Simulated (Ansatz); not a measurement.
The parent structure is ZrSe2 in the CdI2 type structure (space group P-3m1, No. 164; layered, stacked along the Cartesian z axis).

```
ZrSe2
1.0
    3.73508     0.00000     0.00000
   -1.86754     3.23467     0.00000
    0.00000     0.00000     6.03154
Zr Se
1 2
Direct
  0.00000   0.00000   0.00000
  0.33333   0.66667   0.26507
  0.66667   0.33333   0.73493
```

Computed with PBE-D3(BJ) (Ansatz, an electronic-structure program; PAW; 420 eV plane waves; no spin-orbit coupling).

Strains are applied to the cell and any free atomic positions relax.

One change was made to it. Results:

The pressure (mean of the normal stresses, compression positive) goes from zero to -2.5 GPa; the energy goes up by 15 meV/atom.

Question: Which change produced these results?
(A) isotropic strain +2.00 %
(B) isotropic strain −2.00 %
(C) isotropic strain +2.50 %
(D) isotropic strain −3.00 %
(E) isotropic strain +1.50 %

Answer: C, isotropic strain +2.50 %. For comparison, the energy relative to the base in the other runs: isotropic strain +2.00 % gives +10 meV/atom; isotropic strain +1.50 % gives +5.7 meV/atom; isotropic strain −3.00 % gives +27 meV/atom; isotropic strain −2.00 % gives +11 meV/atom.

No phonon test of stability was made. All final runs are without spin polarisation. Gaps under 0.05 eV, about the width of the smearing, are given as zero.
